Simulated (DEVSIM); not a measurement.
System: Al0.15Ga0.85As/GaAs p-n heterojunction, at 300 K.

```tsv
layer (left to right)	material	thickness (μm)	Nd (cm⁻³)	Na (cm⁻³)	τn (s)	τp (s)
1	Al0.15Ga0.85As	0.270	-	6.4e17	3.8e-11	3.8e-10
2	GaAs	0.540	1.5e16	-	3.8e-10	3.8e-10
```

Left contact: ohmic. Right contact: ohmic. Voltage is applied to the left contact. Recombination: SRH at mid-gap. Mobility is μmin + (μ − μmin)/(1 + (N/Nref)^α).

This is a model device: material constants are rounded textbook-type values typed into the input, and sizes, dopings and lifetimes were drawn at random. Values at 300 K.

```
parameter      Al0.15Ga0.85As    GaAs
-------------  --------------  ------
gap (eV)                1.611   1.424
affinity (eV)          3.9515    4.07
permittivity            12.47    12.9
Nc (cm⁻³)              5.6e17  4.7e17
Nv (cm⁻³)                9e18    9e18
μn (cm²/Vs)              5695    8500
μp (cm²/Vs)               282     400
μn,min                    500     500
μp,min                     20      20
Nref,n                   6e16    6e16
Nref,p                 1.5e17  1.5e17
αn                       0.39    0.39
αp                       0.38    0.38
```

DEVSIM, 1D drift-diffusion, Boltzmann statistics, complete ionisation; no tunnelling, impact ionisation, image-force lowering or self-heating. Band offsets follow the typed affinities; no thermionic-emission limit at abrupt steps, no polarisation charge.

Question: Tabulate band edges, carrier densities and field at 1.05 V on the left contact.

Answer: Energies count from the Fermi level of the right contact; mesh points crowd at the junctions.

| x (μm) | Ec (eV) | Ev (eV) | n (cm⁻³) | p (cm⁻³) | field (V/cm) |
|---|---|---|---|---|---|
| 0.000 | 0.493 | -1.118 | < 1e2 | 6.4e17 | ≈ 0 |
| 0.004369 | 0.493 | -1.118 | 4.7e7 | 6.4e17 | ≈ 0 |
| 0.01257 | 0.493 | -1.118 | 1.3e8 | 6.4e17 | ≈ 0 |
| 0.02928 | 0.493 | -1.118 | 3.1e8 | 6.4e17 | ≈ 0 |
| 0.07328 | 0.493 | -1.118 | 7.9e8 | 6.4e17 | ≈ 0 |
| 0.1404 | 0.493 | -1.118 | 1.5e9 | 6.4e17 | ≈ 0 |
| 0.2033 | 0.493 | -1.118 | 2.3e9 | 6.4e17 | ≈ 0 |
| 0.2448 | 0.492 | -1.119 | 2.8e9 | 6.2e17 | -1500 |
| 0.2589 | 0.482 | -1.129 | 4.4e9 | 4.2e17 | -19000 |
| 0.2664 | 0.455 | -1.156 | 1.3e10 | 1.5e17 | -57000 |
| 0.2706 | 0.306 | -1.118 | 3.3e12 | 6.6e17 | -75000 |
| 0.2779 | 0.267 | -1.157 | 1.5e13 | 1.4e17 | -41000 |
| 0.2894 | 0.230 | -1.194 | 6.5e13 | 3.4e16 | -27000 |
| 0.3113 | 0.182 | -1.242 | 4.1e14 | 5.3e15 | -18000 |
| 0.3766 | 0.110 | -1.314 | 6.6e15 | 3.2e14 | -5500 |
| 0.4768 | 0.090 | -1.334 | 1.4e16 | 1.2e14 | -390 |
| 0.6232 | 0.089 | -1.335 | 1.5e16 | 5.9e13 | ≈ 0 |
| 0.7179 | 0.089 | -1.335 | 1.5e16 | 2.9e13 | ≈ 0 |
| 0.7731 | 0.089 | -1.335 | 1.5e16 | 1.1e13 | ≈ 0 |
| 0.7929 | 0.089 | -1.335 | 1.5e16 | 5.3e12 | ≈ 0 |
| 0.8033 | 0.089 | -1.335 | 1.5e16 | 2.1e12 | ≈ 0 |
| 0.8100 | 0.089 | -1.335 | 1.5e16 | < 1e2 | ≈ 0 |
